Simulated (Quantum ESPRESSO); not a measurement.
**What a tighter setting buys: K_POINTS, Mg6SiW (Amm2, 8 atoms in the cell)**

Cell: a = 4.7908 Å, b = 6.0663 Å, c = 6.0663 Å, α = 60.09°, β = 90.00°, γ = 90.00°.

Level of theory: LDA (PZ), GBRV 1.5 ultrasoft (LDA) pseudopotentials (plane waves; Quantum ESPRESSO).

Base settings: ecutwfc = 40 Ry; ecutrho = 320 Ry; occupations = smearing; smearing = fd; degauss = 0.0073499 Ry; potentials = {Mg: mg_lda_v1.4.uspp.F.UPF, Si: si_lda_v1.uspp.F.UPF, W: w_lda_v1.2.uspp.F.UPF}; K_POINTS = automatic 4 4 4 0 0 0; conv_thr = 1e-10 Ry.

Misses are taken against the tightest run, automatic 8 7 7 0 0 0, which need not be fully converged itself. The energy is the free energy per atom.

The count of work is k-points × plane waves × bands × iterations; it is no time, and leaves out set-up, grids and terms that scale otherwise. Core times come from one kind of shared machine and are given to one figure; runs under 30 s give none.

The starting cell comes from a database of computed structures (which also holds hypothetical and non-ambient phases and stackings), without a prior relaxation at this level. Spin polarisation is off. In the base run, with a pressure of about -4 GPa the cell is away from its equilibrium volume at this level.

```csv
K_POINTS,energy less reference (meV/atom),pressure less reference (GPa),largest difference in the force on any atom (eV/Å),count of work / reference,core time / reference (rough)
automatic 1 1 1 0 0 0,-68.26,-0.86,0.593,0.013,0.1
automatic 2 1 1 0 0 0,82.73,-0.12,0.249,0.031,0.2
automatic 2 2 2 0 0 0,-9.25,0.12,0.182,0.081,0.3
automatic 3 3 3 0 0 0,16.66,0.22,0.068,0.11,0.3
automatic 4 4 4 0 0 0,-4.15,-0.05,0.138,0.28,0.3
automatic 5 4 4 0 0 0,-2.69,-0.04,0.034,0.26,0.5
automatic 6 5 5 0 0 0,1.20,0.01,0.047,0.45,0.7
automatic 7 6 6 0 0 0,0.70,0.01,0.032,0.64,0.7
automatic 8 7 7 0 0 0,0.00,0.00,0.000,1.0,1
```

Coarsest setting among those run that, with all tighter ones, holds the energy within 20 meV/atom of the reference: automatic 2 2 2 0 0 0, off by 9.3 meV/atom; it needs 0.081 of the reference's count of work and about 0.3 of the reference's time.

Coarsest setting among those run that, with all tighter ones, holds the energy within 5 meV/atom of the reference: automatic 4 4 4 0 0 0, off by 4.2 meV/atom; it needs 0.28 of the reference's count of work and about 0.3 of the reference's time.

Smallest miss in the energy for at most 0.05 times the reference's count of work: automatic 1 1 1 0 0 0, with a miss of 68 meV/atom at a count of 0.013.

The step from automatic 2 2 2 0 0 0 to automatic 6 5 5 0 0 0: it takes the miss in the energy from 9.3 to 1.2 meV/atom, for 5.5 times the count of work and roughly 2 times the time.
